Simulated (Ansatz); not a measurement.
# A computed series for CdS: pressure series

Take CdS in the zinc blende structure (space group F-43m, No. 216; a = 5.927 Å) as the base.

Cell and atoms are relaxed at each pressure.

Calculations: PBE, PAW, 420 eV (Ansatz, a first-principles code; no spin-orbit coupling), earlier PAW set.

```json
[
 {"pressure (GPa)": "-2", "band gap (eV)": "0.95"},
 {"pressure (GPa)": "-1", "band gap (eV)": "1.00"},
 {"pressure (GPa)": "0", "band gap (eV)": "1.04"},
 {"pressure (GPa)": "3", "band gap (eV)": "?"},
 {"pressure (GPa)": "7", "band gap (eV)": "1.26"},
 {"pressure (GPa)": "15", "band gap (eV)": "1.42"}
]
```

Question: Fit E_g = E₀ + αP + βP² to the rows shown and predict the withheld row.

Answer: Least squares on the printed values gives E₀ = 1.04 eV, α = 38.3 meV/GPa, β = -0.85 meV/GPa² (largest residual 0.01 eV); this predicts 1.14 eV, and the run gives 1.15 eV, in agreement.

Load acts through the strain it causes; cell and atoms are relaxed under it. Whether these cells are dynamically stable was not tested. Tetrahedral semiconductors of this kind turn to denser phases somewhere between about 1 and 50 GPa; those were not computed, so compressed cells here can lie past the real transition.
